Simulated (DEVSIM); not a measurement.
## abrupt In0.53Ga0.47As n-p junction

Structure: abrupt In0.53Ga0.47As n-p junction, at 300 K.

| layer (left to right) | material | thickness (μm) | Nd (cm⁻³) | Na (cm⁻³) | τn (s) | τp (s) |
|---|---|---|---|---|---|---|
| 1 | In0.53Ga0.47As | 0.410 | 6.4e15 | - | 1.1e-9 | 1.1e-9 |
| 2 | In0.53Ga0.47As | 38.0 | - | 4.2e14 | 1.1e-9 | 1.1e-9 |

Left contact: ohmic. Right contact: ohmic. Voltage is applied to the left contact. Recombination: SRH at mid-gap, Auger. Mobility is μmin + (μ − μmin)/(1 + (N/Nref)^α).

The device is made up for the run: typed textbook-type constants, with dimensions and the other settings drawn at random. Values at 300 K.

```tsv
parameter	In0.53Ga0.47As
gap (eV)	0.74
affinity (eV)	4.51
permittivity	13.9
Nc (cm⁻³)	2.1e17
Nv (cm⁻³)	7.7e18
μn (cm²/Vs)	12000
μp (cm²/Vs)	300
μn,min	300
μp,min	10
Nref,n	1.3e17
Nref,p	4.9e17
αn	0.48
αp	0.4
Cn (cm⁶/s)	5e-29
Cp (cm⁶/s)	5e-29
```

Model (solved in DEVSIM): 1D drift-diffusion, Boltzmann statistics, complete ionisation; no tunnelling, impact ionisation, image-force lowering or self-heating.

| Property | Result |
|---|---|
| Potential step across the device at zero bias | 0.396 V |
| Largest field in the device at zero bias | 6500 V/cm |
| Dark forward voltage at 1 A/cm² | 0.385 V |

Dark forward current:

(V (V), J (A/cm²)): (-0.05, -0.0032); (-0.10, -0.014); (-0.15, -0.054); (-0.20, -0.16); (-0.25, -0.33); (-0.30, -0.55); (-0.35, -0.81); (-0.40, -1.1); (-0.45, -1.4); (-0.50, -1.8); (-0.55, -2.1); (-0.60, -2.5); (-0.65, -2.9); (-0.70, -3.4); (-0.75, -3.9); (-0.80, -4.3); (-0.85, -4.9); (-0.90, -5.4); (-0.95, -6.0); (-1.00, -6.6); (-1.05, -7.3); (-1.10, -7.9); (-1.15, -8.6); (-1.20, -9.4)
